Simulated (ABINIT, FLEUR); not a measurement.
An ABINIT input for a self-consistent single point of MgGeAs₂ (I-42d, 8 atoms in the cell) (DFT, LDA (PW92), plane waves, PAW (JTH v2.0 LDA PAW)):

```
# MgGeAs2, JTH v2.0 LDA PAW
pp_dirpath "./"
pseudos "Mg.LDA_PW-JTH.xml, Ge.LDA_PW-JTH.xml, As.LDA_PW-JTH.xml"
acell 12.9095971410 12.9095971410 12.9095971410
rprim
        -0.4274207900    0.4274207900    0.7966322467
         0.4274207900   -0.4274207900    0.7966322467
         0.4274207900    0.4274207900   -0.7966322467
natom 8
ntypat 3
znucl 12 32 33
typat 1 1 2 2 3 3 3 3
xcart
         0.0000000000    2.9199100000    2.7210825000
         0.0000000000    0.0000000000    0.0000000000
         0.0000000000    0.0000000000    5.4421650000
         2.9199100000    0.0000000000    2.7210825000
        -1.3145434820    1.4599550000    6.8027062500
         1.4599550000    1.3145434820    4.0816237500
         4.2344534820    1.4599550000    1.3605412500
         1.4599550000    1.6053665180   -1.3605412500
      Angstrom
ecut 21
pawecutdg 42
occopt 3
tsmear 0.05 eV
nband 67
kptopt 1
ngkpt 3 3 3
nshiftk 1
shiftk 0 0 0
nstep 60
toldfe 1.0e-09
prtwf 0
prtden 0
prtvol 1
enunit 2
```

Problem. Translate this input to FLEUR.

Solution. This is the input that was run; spellings and numerical settings could be chosen otherwise.

Input of the input generator:

```
MgGeAs2
&input film=f /
-5.5178302086 5.5178302086 10.2842013750
5.5178302086 -5.5178302086 10.2842013750
5.5178302086 5.5178302086 -10.2842013750
1.0
1.0 1.0 1.0

8
12 0.7500000000 0.2500000000 0.5000000000
12 -0.0000000000 -0.0000000000 -0.0000000000
32 0.5000000000 0.5000000000 -0.0000000000
32 0.2500000000 0.7500000000 0.5000000000
33 0.8750000000 0.3999000000 0.0249000000
33 0.6001000000 0.6250000000 0.4751000000
33 0.3750000000 0.8501000000 0.9751000000
33 0.1499000000 0.1250000000 0.5249000000

&comp jspins=1 /
&exco xctyp='vwn' /
&kpt div1=3 div2=3 div3=3 /
&end /
```

```xml
<?xml version="1.0" encoding="UTF-8" standalone="no"?>
<fleurInput fleurInputVersion="0.39">
   <comment>
      MgGeAs2                                                                                             
   </comment>
   <calculationSetup>
      <cutoffs Kmax="4.1" Gmax="12.3" GmaxXC="12.3" numbands="0"/>
      <scfLoop itmax="80" minDistance="0.00001" maxIterBroyd="40" imix="Anderson" alpha="0.05" precondParam="0.0" spinf="2.0"/>
      <coreElectrons ctail="T" frcor="F" kcrel="0" coretail_lmax="0"/>
      <xcFunctional name="vwn" relativisticCorrections="F"/>
      <magnetism jspins="1"/>
      <soc l_soc="F" theta="0.0" phi="0.0" spav="F"/>
      <expertModes spex="0" secvar="F"/>
      <geometryOptimization l_f="T" forcealpha="1.0" forcemix="BFGS" epsdisp="0.00001" epsforce="0.00001"/>
      <ldaU l_linMix="F" mixParam="0.05" spinf="1.0"/>
   </calculationSetup>
   <cell>
      <bzIntegration valenceElectrons="108.0" mode="hist" fermiSmearingEnergy="0.00183747">
         <kPointListSelection listName="default-1"/>
         <!-- k-points included here -->
         <xi:include xmlns:xi="http://www.w3.org/2001/XInclude" href="kpts.xml"> </xi:include>
      </bzIntegration>
      <!-- symmetry operations included here -->
      <xi:include xmlns:xi="http://www.w3.org/2001/XInclude" href="sym.xml"> </xi:include>
      <bulkLattice scale="1.0">
         <bravaisMatrix>
            <row-1>   -5.5178302086000004     5.5178302086000004    10.2842013750000003</row-1>
            <row-2>    5.5178302086000004    -5.5178302086000004    10.2842013750000003</row-2>
            <row-3>    5.5178302086000004     5.5178302086000004   -10.2842013750000003</row-3>
         </bravaisMatrix>
      </bulkLattice>
   </cell>
   <atomSpecies>
      <species name="Magnesium (Mg)" element="Mg" atomicNumber="12">
         <mtSphere radius="2.46" gridPoints="849" logIncrement="0.014"/>
         <atomicCutoffs lmax="10" lnonsphr="8"/>
         <electronConfig flipSpins="F">
            <coreConfig>(1s1/2)</coreConfig>
            <valenceConfig>(2s1/2) (2p1/2) (2p3/2) (3s1/2)</valenceConfig>
         </electronConfig>
         <energyParameters s="3" p="3" d="3" f="4"/>
         <lo type="SCLO" l="0" n="2" eDeriv="0"/>
         <lo type="SCLO" l="1" n="2" eDeriv="0"/>
      </species>
      <species name="Germanium (Ge)" element="Ge" atomicNumber="32">
         <mtSphere radius="2.16" gridPoints="745" logIncrement="0.017"/>
         <atomicCutoffs lmax="8" lnonsphr="6"/>
         <electronConfig flipSpins="F">
            <coreConfig>(1s1/2) (2s1/2) (2p1/2) (2p3/2) (3s1/2) (3p1/2) (3p3/2)</coreConfig>
            <valenceConfig>(4s1/2) (3d3/2) (3d5/2) (4p1/2) (4p3/2)</valenceConfig>
            <stateOccupation state="(4p1/2)" spinUp="0.3333333333333" spinDown="0.3333333333333"/>
            <stateOccupation state="(4p3/2)" spinUp="0.6666666666667" spinDown="0.6666666666667"/>
         </electronConfig>
         <energyParameters s="4" p="4" d="3" f="4"/>
         <lo type="HELO" l="2" n="4" eDeriv="0"/>
      </species>
      <species name="Arsenic (As)" element="As" atomicNumber="33">
         <mtSphere radius="2.16" gridPoints="745" logIncrement="0.017"/>
         <atomicCutoffs lmax="8" lnonsphr="6"/>
         <electronConfig flipSpins="F">
            <coreConfig>(1s1/2) (2s1/2) (2p1/2) (2p3/2) (3s1/2) (3p1/2) (3p3/2)</coreConfig>
            <valenceConfig>(4s1/2) (3d3/2) (3d5/2) (4p1/2) (4p3/2)</valenceConfig>
            <stateOccupation state="(4p1/2)" spinUp="0.5" spinDown="0.5"/>
            <stateOccupation state="(4p3/2)" spinUp="1.0" spinDown="1.0"/>
         </electronConfig>
         <energyParameters s="4" p="4" d="3" f="4"/>
         <lo type="HELO" l="2" n="4" eDeriv="0"/>
      </species>
   </atomSpecies>
   <atomGroups>
      <atomGroup species="Magnesium (Mg)">
         <relPos label="                   1">-1.000/4.000 1.000/4.000 1.000/2.000</relPos>
         <relPos label="                   2">.0000000000 .0000000000 .0000000000</relPos>
         <force calculate="T" relaxXYZ="TTT"/>
      </atomGroup>
      <atomGroup species="Germanium (Ge)">
         <relPos label="                   3">1.000/2.000 1.000/2.000 .0000000000</relPos>
         <relPos label="                   4">1.000/4.000 -1.000/4.000 1.000/2.000</relPos>
         <force calculate="T" relaxXYZ="TTT"/>
      </atomGroup>
      <atomGroup species="Arsenic (As)">
         <relPos label="                   5">-1.000/8.000 .3999000000 .0249000000</relPos>
         <relPos label="                   6">-.3999000000 -3.000/8.000 .4751000000</relPos>
         <relPos label="                   7">3.000/8.000 -.1499000000 -.0249000000</relPos>
         <relPos label="                   8">.1499000000 1.000/8.000 -.4751000000</relPos>
         <force calculate="T" relaxXYZ="TTT"/>
      </atomGroup>
   </atomGroups>
   <output dos="F" band="F" slice="F">
      <checks vchk="F" cdinf="F"/>
      <bandDOS minEnergy="-.5*Htr" maxEnergy="0.5*Htr" sigma="0.015" storeEVData="T"/>
      <vacuumDOS vacdos="F" integ="F" star="F" nstars="0" locx1="0.0" locy1="0.0" locx2="0.0" locy2="0.0" nstm="0" tworkf="0.0"/>
      <unfoldingBand unfoldBand="F" supercellX="1" supercellY="1" supercellZ="1"/>
      <plotting iplot="0" polar="F">
         <plot TwoD="T" vec1="  1.0  0.0  0.0" vec2="  0.0  1.0  0.0" vec3="  0.0  0.0  1.0" zero="  0.0  0.0  0.0" file="plot"/>
      </plotting>
      <chargeDensitySlicing numkpt="0" minEigenval="0.0" maxEigenval="0.0" nnne="0" pallst="F"/>
      <specialOutput eonly="F"/>
      <magneticCircularDichroism mcd="F" energyLo="-10.0" energyUp="0.0"/>
   </output>
  <!-- We include the file relax.xml here to enable relaxations (see documentation) -->
  <xi:include xmlns:xi="http://www.w3.org/2001/XInclude" href="relax.xml"> <xi:fallback/> </xi:include>
</fleurInput>
```

Basis settings and potentials, where a program has them, do not carry over. This input uses DFT, LDA (Vosko-Wilk-Nusair), all-electron FLAPW (FLEUR), scalar-relativistic valence. LDA parametrisations can differ slightly between programs.

The starting cell comes from a database of computed structures (which also holds hypothetical and non-ambient phases and stackings), without a prior relaxation at this level. For this run, on top of that: lattice scaled by 0.98.
